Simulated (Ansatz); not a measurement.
# WC: strain along the normal

WC (WC type, P-6m2, 10.526 Å³/atom at rest, c along z) under an equal strain ε in the (0001) plane with the normal axis free, as in a coherent film. PBE in Ansatz, a plane-wave DFT program (PAW, default set), 420 eV, 23×23×20 Γ-centred mesh, Fermi-Dirac smearing 0.10 eV; ions are relaxed within the symmetry of each cell.

Here s stands for strain and y for normal strain.

```csv
strain (%),normal strain (%)
-3.00,?
-1.50,0.56
-1.00,0.37
-0.50,0.18
0.00,0.00
0.50,-0.18
1.00,-0.35
1.50,-0.52
```

Fit y of the 7 rows that show it with a straight line. Means: s 0, y 0.009. About the means, the sum of products is -2.5200 and the sum of squares of s is 7.0000; the slope is their ratio. Least squares gives y = 0.009 - 0.3600·s. Residuals (row less fit): 0.011, 0.001, -0.009, -0.009, -0.009, 0.001, 0.011; standard error 0.010 (degrees of freedom: 5). The slope, -0.36 ± 0.00, is the elastic response of the normal axis, −2C13/C33.

**Question.** What does the fit predict for y at s = -3.00, and how far is the calculated value from it?

**Answer.** y = 0.009 - 0.3600 × (-3.0) = 1.089%. The calculation gives 1.18%, 0.091% above the prediction (5.4 % of the range of y in the table). The row lies outside the fitted rows, so this is an extrapolation. From the scatter of the fitted rows alone, a prediction at this place has a standard error of 0.015%, so the miss is 6.1 times that.

One order more, fitted to all 13 runs of the series, follows each within 0.01, so the miss is the next term of a smooth law. In a metal these values are sensitive to mesh and smearing; energies are taken to zero smearing, stresses follow the free energy. Rows are the converged runs of the series near zero and its far end; series whose fitted rows scatter by over a few per cent of the range, as at a crossing or softening among them, aren't shown in this form. Most that stay on the fit to the last digits aren't either.
